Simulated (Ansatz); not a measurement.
Defect migration in wurtzite GaN: interstitial H, charge state +1. All values below come from PBE, PAW (plane waves to 420 eV; Ansatz, a first-principles code).

72-site cell at the relaxed PBE lattice, one k-point at (0.125, 0.250, 0.250), smearing 0.01 eV, spin-restricted, no finite-size correction. Static, classical nuclei. The charge state is imposed; whether it is stable for some Fermi level was not computed. Sites that were not tried may lie lower. The start lies 0.19 eV above the lowest site run (PBE).

Barriers: single points on a 2×2×2 k-point mesh shifted by half a step along c at the bands' geometries.

Relaxed starting cell (atoms counted from 1):

```
CELL_PARAMETERS angstrom
      9.65543     0.00000     0.00000
     -4.82771     8.36185     0.00000
      0.00000     0.00000    10.48619
ATOMIC_POSITIONS crystal
  Ga 0.22411 0.11365 0.25042
  Ga 0.22265 0.11063 0.74808
  Ga 0.22237 0.44446 0.24986
  Ga 0.22195 0.44358 0.74886
  Ga 0.22411 0.77743 0.25124
  Ga 0.22268 0.77720 0.74824
  Ga 0.55634 0.11216 0.24931
  Ga 0.55575 0.11099 0.74886
  Ga 0.55533 0.44551 0.24888
  Ga 0.55400 0.44335 0.74738
  Ga 0.55369 0.77730 0.25138
  Ga 0.55516 0.77712 0.74825
  Ga 0.89002 0.11365 0.25050
  Ga 0.88839 0.11052 0.74819
  Ga 0.89057 0.44556 0.24883
  Ga 0.88971 0.44334 0.74748
  Ga 0.89027 0.77995 0.24989
  Ga 0.88650 0.77182 0.73444
  Ga 0.11141 0.22318 0.49959
  Ga 0.11138 0.22340 0.00049
  Ga 0.11154 0.55621 0.49912
  Ga 0.11284 0.55640 0.99985
  Ga 0.11285 0.89044 0.49749
  Ga 0.12641 0.89283 0.00657
  Ga 0.44505 0.22323 0.49879
  Ga 0.44570 0.22440 0.99898
  Ga 0.44418 0.55615 0.49914
  Ga 0.44281 0.55624 0.99988
  Ga 0.44506 0.89041 0.49978
  Ga 0.44537 0.89097 0.99954
  Ga 0.77784 0.22323 0.49882
  Ga 0.77829 0.22448 0.99903
  Ga 0.77724 0.55486 0.49617
  Ga 0.77341 0.54793 0.00071
  Ga 0.77736 0.89033 0.49762
  Ga 0.76600 0.89280 0.00696
  N  0.22292 0.11265 0.43783
  N  0.22235 0.11127 0.93768
  N  0.22224 0.44501 0.43777
  N  0.22169 0.44413 0.93736
  N  0.22307 0.77838 0.43826
  N  0.22422 0.77755 0.93711
  N  0.55591 0.11219 0.43739
  N  0.55637 0.11323 0.93740
  N  0.55551 0.44534 0.43654
  N  0.55736 0.44867 0.93627
  N  0.55497 0.77833 0.43839
  N  0.55308 0.77741 0.93713
  N  0.88929 0.11256 0.43792
  N  0.88811 0.11109 0.93793
  N  0.88937 0.44533 0.43650
  N  0.89054 0.44887 0.93641
  N  0.88922 0.77869 0.43770
  N  0.89993 0.79841 0.93268
  N  0.11136 0.22232 0.18798
  N  0.11078 0.22115 0.68809
  N  0.11212 0.55628 0.18746
  N  0.11132 0.55509 0.68751
  N  0.11327 0.88985 0.19056
  N  0.11136 0.88794 0.68639
  N  0.44565 0.22373 0.18683
  N  0.44425 0.22155 0.68737
  N  0.44446 0.55620 0.18751
  N  0.44410 0.55504 0.68750
  N  0.44525 0.88992 0.18751
  N  0.44483 0.88892 0.68797
  N  0.77859 0.22374 0.18688
  N  0.77781 0.22149 0.68742
  N  0.77966 0.55903 0.18544
  N  0.77559 0.55078 0.68525
  N  0.77699 0.88973 0.19073
  N  0.77731 0.88768 0.68662
  H  0.95708 0.91598 0.89933
```
Cell charge +1.

End state 1 differs by these moves (Å; atoms that move under 0.08 Å are left out):

| atom | element | Δx | Δy | Δz |
|---|---|---|---|---|
| 14 | Ga | -0.04 | 0.03 | -0.14 |
| 18 | Ga | -0.01 | 0.05 | 0.14 |
| 20 | Ga | 0.09 | 0.10 | 0.06 |
| 24 | Ga | -0.13 | -0.02 | -0.06 |
| 36 | Ga | 0.08 | -0.16 | 0.00 |
| 50 | N | 0.14 | -0.08 | -0.06 |
| 54 | N | -0.02 | -0.16 | 0.05 |
| 73 | H | -0.61 | 1.06 | 0.02 |

Question: Predict the forward and backward barriers to end state 1 from PBE, PAW.

Answer: forward 0.85 eV, backward 0.85 eV; at the saddle point atom 73 has neighbours Ga at 1.79; 2 N at 1.42 Å. The saddle point's order was not checked, and it lies on a symmetry element of the cell, where a band can be held.
